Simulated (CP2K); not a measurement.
```yaml
crystal:
  lattice:
    - [6.38107, 0.00000, 0.00000]
    - [-3.19036, 5.52627, 0.00000]
    - [-1.02749, -1.77960, 7.05752]
  atoms:
    - { symbol: Cr, position: [0.66634, 0.33366, 0.00000], spin: 3.0 }
    - { symbol: Ag, position: [0.33314, 0.66686, 0.00000] }
    - { symbol: P, position: [0.05106, 0.05050, 0.15728] }
    - { symbol: P, position: [0.94950, 0.94894, 0.84272] }
    - { symbol: Se, position: [0.43479, 0.12061, 0.24155] }
    - { symbol: Se, position: [0.87939, 0.56521, 0.75845] }
    - { symbol: Se, position: [0.03504, 0.39196, 0.24177] }
    - { symbol: Se, position: [0.60804, 0.96496, 0.75823] }
    - { symbol: Se, position: [0.76330, 0.72060, 0.24090] }
    - { symbol: Se, position: [0.27940, 0.23670, 0.75910] }
```
(The spins are starting values, not results.)

Computed with PBEsol, GPW, DZVP-MOLOPT-SR-GTH basis, GTH-PBE potentials (GTH_POTENTIALS) in CP2K.

The set-up and first iterations of a CP2K log for CrAgP2Se6 (C2, 10 atoms in the cell):

```
 GLOBAL| Method name                                                        CP2K
 GLOBAL| Project name                                                       calc
 GLOBAL| Run type                                                   ENERGY_FORCE

 *** WARNING in qs_environment.F:2234 :: Kpoints: Different number of MOs   ***
 *** requested. The number of beta MOs will be set to the number alpha MOs. ***

 TOTAL NUMBERS AND MAXIMUM NUMBERS

  Total number of            - Atomic kinds:                                   4
                             - Atoms:                                         10
                             - Shell sets:                                    10
                             - Shells:                                        55
                             - Primitive Cartesian functions:                 43
                             - Cartesian basis functions:                    173
   [... lines left out ...]
                        level_shift [a.u.]:                             0.000000
                        added MOs                                        12   12
                        Mixing method:                            BROYDEN_MIXING
                                                charge density mixing in g-space
                        Smear method:                                FERMI_DIRAC
                        Electronic temperature [K]:                        116.0
                        Electronic temperature [a.u.]:                  3.68E-04
                        Accuracy threshold:                             1.00E-10
                        No outer SCF

 Extrapolation method: initial_guess

 Spin 1

 Number of electrons:                                                         37
 Number of occupied orbitals:                                                 37
 Number of molecular orbitals:                                                49

 Spin 2

 Number of electrons:                                                         34
 Number of occupied orbitals:                                                 34
 Number of molecular orbitals:                                                49

 Number of orbital functions:                                                155
 Number of independent orbital functions:                                    155
 SCF WAVEFUNCTION OPTIMIZATION

  Step     Update method      Time    Convergence         Total energy    Change
     1 NoMix/Diag. 0.30E+00      -     0.59397193      -193.8354707345 -1.94E+02
     2 Broy./Diag. 0.30E+00      -     0.61358036      -200.4004107980 -6.56E+00
     3 Broy./Diag. 0.30E+00      -     0.49082918      -185.6660746149  1.47E+01
     4 Broy./Diag. 0.30E+00      -     0.03976384      -194.6609848154 -8.99E+00
     5 Broy./Diag. 0.30E+00      -     0.03974798      -193.7606317395  9.00E-01
     6 Broy./Diag. 0.30E+00      -     0.01614228      -193.0784596179  6.82E-01
```

Will this run converge, and how will it end?

The run converged in 34 iterations. Convergence of the loop says nothing yet on basis, mesh or lower states. Warnings to mind: WARNING in qs_environment.F:2234 :: Kpoints: Different number of MOs  requested. The number of beta MOs will be set to the number alpha MOs. It ends on: free energy E − TS -5261.2612 eV; top of the valence band (on the code's own zero) 3.94 eV; gap on the k-point mesh 0.75 eV; pressure -1.22 GPa; largest force (vector length) 0.274 eV/Å; size of the cell's spin moment 3.00 μB; site moments (μB, in the program's spheres or projections) Cr 3.29, Ag 0.01, P 0.03, P 0.03, Se -0.06, Se -0.06, Se -0.06, Se -0.06, Se -0.06, Se -0.06. The log goes on:

```
   [... 24 lines left out ...]
    31 Broy./Diag. 0.30E+00      -     0.00000015      -193.3477805932  3.35E-06
    32 Broy./Diag. 0.30E+00      -     0.00000012      -193.3477825648 -1.97E-06
    33 Broy./Diag. 0.30E+00      -     0.00000011      -193.3477834859 -9.21E-07
    34 Broy./Diag. 0.30E+00      -     0.00000003      -193.3477824624  1.02E-06
  *** SCF run converged in    34 steps ***

  Overlap energy of the core charge distribution:               0.00000001053277
  Self energy of the core charge distribution:               -361.59443935914169
  Core Hamiltonian energy:                                     94.36539464949360
  Hartree energy:                                             105.14024916623185
  Exchange-correlation energy:                                -31.25898692954308
  Electronic entropic energy:                                  -0.00000000000010
  Fermi energy:                                                 0.15263320890693

  Total energy:                                              -193.34778246242664
  Total energy (extrapolated to T->0):                       -193.34778246242658

  Integrated spin density:                                          2.9999999996
  Integrated absolute spin density:                                 3.6758586704

   [... lines left out ...]
 FORCES| Total atomic force                                       6.53756708E-05

 STRESS| Analytical stress tensor [bar]
 STRESS|                        x                   y                   z
 STRESS|      x       -1.24764845827E+04   3.16729551494E+02   9.22565921170E+01
 STRESS|      y        3.16729551494E+02  -1.21106669175E+04   1.59774222128E+02
 STRESS|      z        9.22565921170E+01   1.59774222128E+02  -1.20858322456E+04
 STRESS| 1/3 Trace                                            -1.22243279153E+04
```

For comparison: a first run was changed to give this one (KPOINTS/SCHEME: MONKHORST-PACK 3 3 3 → MONKHORST-PACK 4 4 3; GAMMA_CENTERED: default → T), and from it to this one the free energy is nearly the same (within 1 meV/atom), the pressure moves little (-1.24 to -1.22 GPa), the largest force hardly changes (0.275 to 0.274 eV/Å), the gap on the mesh goes from 0.694 to 0.751 eV and the size of the net moment stays at 0.30 μB/atom.

The starting cell comes from a database of computed structures (which also holds hypothetical and non-ambient phases and stackings), without a prior relaxation at this level. With one magnetic atom in the cell only a parallel order is possible. Values carry the incompleteness of an atom-centred basis. The potentials were made for another functional than the one used.

The run was DFT PBEsol, GPW, DZVP-MOLOPT-SR-GTH basis, GTH-PBE potentials (GTH_POTENTIALS). Main settings of its input:

```
key                                      value
----------------------  ----------------------
UKS                                          T
CUTOFF                                  600 Ry
REL_CUTOFF                               40 Ry
SMEAR/METHOD                       FERMI_DIRAC
ELECTRONIC_TEMPERATURE                116.05 K
KPOINTS/SCHEME            MONKHORST-PACK 4 4 3
GAMMA_CENTERED                               T
XC_FUNCTIONAL                       PBE:PBESOL
Cr/BASIS_SET            DZVP-MOLOPT-SR-GTH-q14
Cr/POTENTIAL                       GTH-PBE-q14
Ag/BASIS_SET            DZVP-MOLOPT-SR-GTH-q11
Ag/POTENTIAL                       GTH-PBE-q11
```
